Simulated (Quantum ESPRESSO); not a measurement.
Quantum ESPRESSO run on YHfF7 (P2_1, 18 atoms in the cell): self-consistent single point.

Method: PBEsol, SSSP 1.1.2 precision (PBE) pseudopotentials (plane waves; Quantum ESPRESSO).

```
YHfF7
1.0
    6.00151     0.00000     0.00000
    0.00000     5.68405     0.00000
   -1.77989     0.00000     7.96996
Y Hf F
2 2 14
Direct
  0.34420   0.80107   0.31296
  0.65580   0.30107   0.68704
  0.18795   0.79189   0.77461
  0.81205   0.29189   0.22539
  0.54341   0.60682   0.52330
  0.45659   0.10682   0.47670
  0.06924   0.06895   0.23007
  0.93076   0.56895   0.76993
  0.04624   0.54653   0.24061
  0.95376   0.04653   0.75939
  0.54758   0.50852   0.21083
  0.45242   0.00852   0.78917
  0.24244   0.80110   0.02294
  0.75756   0.30110   0.97706
  0.13363   0.79490   0.52509
  0.86637   0.29490   0.47491
  0.61809   0.00386   0.21476
  0.38191   0.50386   0.78524
```

Reference input (self-consistent single point, DFT, LDA (PZ), plane waves, GBRV 1.5 ultrasoft (LDA) pseudopotentials): ecutwfc = 40 Ry; ecutrho = 320 Ry; occupations = fixed; potentials = {Y: y_lda_v1.4.uspp.F.UPF, Hf: hf_lda_v1.uspp.F.UPF, F: f_lda_v1.4.uspp.F.UPF}; K_POINTS = automatic 4 4 3 1 1 1; nbnd = 78; conv_thr = 1e-11 Ry. This run's input differs from it in these lines:

```diff
@@ -16,6 +16,7 @@
     ntyp = 3
-    ecutwfc = 40
-    ecutrho = 320
+    ecutwfc = 75
+    ecutrho = 600
     occupations = 'fixed'
     nbnd = 78
+    input_dft = 'pbesol'
 /
@@ -25,5 +26,5 @@
 ATOMIC_SPECIES
-Y     88.9058  y_lda_v1.4.uspp.F.UPF
-Hf   178.4900  hf_lda_v1.uspp.F.UPF
-F     18.9984  f_lda_v1.4.uspp.F.UPF
+Y     88.9058  Y_pbe_v1.uspp.F.UPF
+Hf   178.4900  Hf-sp.oncvpsp.upf
+F     18.9984  F.oncvpsp.upf
 ATOMIC_POSITIONS crystal
```

Output (repeated stretches shortened):

```
     Self-consistent Calculation

     iteration #  1     ecut=    75.00 Ry     beta= 0.70

     negative rho (up, down):  8.888E-02 0.000E+00

     total energy              =   -1089.47558616 Ry
     estimated scf accuracy    <       2.43497126 Ry

     iteration #  2     ecut=    75.00 Ry     beta= 0.70

     negative rho (up, down):  8.994E-02 0.000E+00

     total energy              =   -1090.17670335 Ry
     estimated scf accuracy    <       2.51017022 Ry

     iteration #  3     ecut=    75.00 Ry     beta= 0.70

     negative rho (up, down):  9.024E-02 0.000E+00

     total energy              =   -1090.63945977 Ry
     estimated scf accuracy    <       0.02571422 Ry

   [... 9 blocks of this kind left out ...]

     iteration # 13     ecut=    75.00 Ry     beta= 0.70

     negative rho (up, down):  9.071E-02 0.000E+00

     total energy              =   -1090.66293723 Ry
     estimated scf accuracy    <          1.4E-11 Ry

     iteration # 14     ecut=    75.00 Ry     beta= 0.70

     negative rho (up, down):  9.071E-02 0.000E+00
     End of self-consistent calculation

     highest occupied, lowest unoccupied level (ev):     1.8578    8.9363

!    total energy              =   -1090.66293723 Ry
     estimated scf accuracy    <          2.1E-12 Ry

     convergence has been achieved in  14 iterations

     negative rho (up, down):  9.071E-02 0.000E+00

     Forces acting on atoms (cartesian axes, Ry/au):

     atom    1 type  1   force =     0.00111539    0.00158112    0.00520606
     atom    2 type  1   force =    -0.00111539    0.00158112   -0.00520606
     atom    3 type  2   force =     0.00167555    0.00066555   -0.00293405
     atom    4 type  2   force =    -0.00167555    0.00066555    0.00293405
     atom    5 type  3   force =    -0.00188466   -0.00158271   -0.00216188
     atom    6 type  3   force =     0.00188466   -0.00158271    0.00216188
   [... lines left out ...]
     Total force =     0.018888     Total SCF correction =     0.000004
   [... lines left out ...]

     negative rho (up, down):  9.071E-02 0.000E+00
          total   stress  (Ry/bohr**3)                   (kbar)     P=       -9.39
  -0.00005580   0.00000000  -0.00000104           -8.21        0.00       -0.15
   0.00000000  -0.00006102   0.00000000            0.00       -8.98        0.00
  -0.00000104   0.00000000  -0.00007475           -0.15        0.00      -11.00

   JOB DONE.
```

The run converged in 14 iterations. Against the reference run the pressure goes from -4.77 to -0.94 GPa, the largest force goes from 0.234 to 0.154 eV/Å and the gap on the mesh goes from 6.964 to 7.078 eV.

The starting cell comes from a database of computed structures (which also holds hypothetical and non-ambient phases and stackings), without a prior relaxation at this level. Its lattice was rescaled by a random factor within 2.5 % of one. Spin-orbit coupling is off. The shifted mesh does not hold Γ, so a gap read on it misses any band edge there.

Cost on one core of a shared machine: roughly 20 min.
